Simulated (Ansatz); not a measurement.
We consider BeS (model structure, started from the GeS type, Pnma, No. 62, 8 atoms in the cell), described by LDA (PAW; Ansatz, an electronic-structure program).

Numerical settings: plane-wave cutoff 520 eV, 6×18×16 k mesh (along the axes of the cell as run), Fermi–Dirac smearing 0.05 eV, scalar-relativistic PAW data made under PBE.

Cell (relaxed at this level):

BeS is modelled in the orthorhombic space group Pnma (No. 62), Pearson symbol oP8. Cell: a = 5.8083 Å, b = 3.4445 Å, c = 5.9095 Å, α = 90.00°, β = 90.00°, γ = 90.00°. Be on 4c sees 4 S at 2.057–2.126 Å (tetrahedral). S on 4c has 4 Be at 2.057–2.126 Å. (Neighbours: up to the widest gap in distance over summed covalent radii, below 1.35, at either atom; cation-cation and far metal-metal contacts left out.)

Predict the band gap and smallest direct gap on the k points sampled.


* **band gap**: 3.45 eV (indirect)
* **smallest direct gap on the k points sampled**: 3.76 eV

Note: the relaxation could raise the start's symmetry but not lower it, so the cell can be a saddle point.

The computed numbers hold no vibrational or temperature effects.

Cost on a shared machine: very roughly 80 core-seconds.

A model structure was made by putting elements into a prototype or built by hand; it is no filed structure, need not be a known phase, and can be a saddle point held by its symmetry.
